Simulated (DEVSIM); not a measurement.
System: Schottky contact on n-type Si, at 300 K.

| layer (left to right) | material | thickness (μm) | Nd (cm⁻³) | τn (s) | τp (s) |
|---|---|---|---|---|---|
| 1 | Si | 2.80 | 1.7e15 | 2.1e-5 | 2.1e-5 |

Left contact: Schottky, work function 4.76 eV, emission velocity 5.3e6 cm/s. Right contact: ohmic. Voltage is applied to the left contact. Recombination: SRH at mid-gap, Auger. Mobility is constant in doping.

Constants are typed, rounded textbook-type inputs, not results; the design itself was drawn at random and stands for no fabricated device. Values at 300 K.

```
parameter           Si
-------------  -------
gap (eV)         1.124
affinity (eV)     4.05
permittivity      11.7
Nc (cm⁻³)      2.86e19
Nv (cm⁻³)       3.1e19
μn (cm²/Vs)       1417
μp (cm²/Vs)        470
Cn (cm⁶/s)     2.8e-31
Cp (cm⁶/s)     9.9e-32
```

Simulated with DEVSIM: 1D drift-diffusion, Boltzmann statistics, complete ionisation; no tunnelling, impact ionisation, image-force lowering or self-heating. Metal contacts follow the ideal Schottky-Mott rule: no Fermi-level pinning, no interface dipoles.

### Question
Give the dark reverse current.

### Answer

```json
[
 {"V (V)": "-0.40", "J (A/cm²)": "-2.4e-5"},
 {"V (V)": "-1.00", "J (A/cm²)": "-2.5e-5"},
 {"V (V)": "-2.00", "J (A/cm²)": "-2.6e-5"},
 {"V (V)": "-3.00", "J (A/cm²)": "-2.6e-5"},
 {"V (V)": "-4.00", "J (A/cm²)": "-2.7e-5"},
 {"V (V)": "-6.00", "J (A/cm²)": "-2.7e-5"},
 {"V (V)": "-8.00", "J (A/cm²)": "-2.7e-5"},
 {"V (V)": "-10.00", "J (A/cm²)": "-2.7e-5"},
 {"V (V)": "-13.00", "J (A/cm²)": "-2.8e-5"},
 {"V (V)": "-16.00", "J (A/cm²)": "-2.8e-5"},
 {"V (V)": "-20.00", "J (A/cm²)": "-2.8e-5"}
]
```
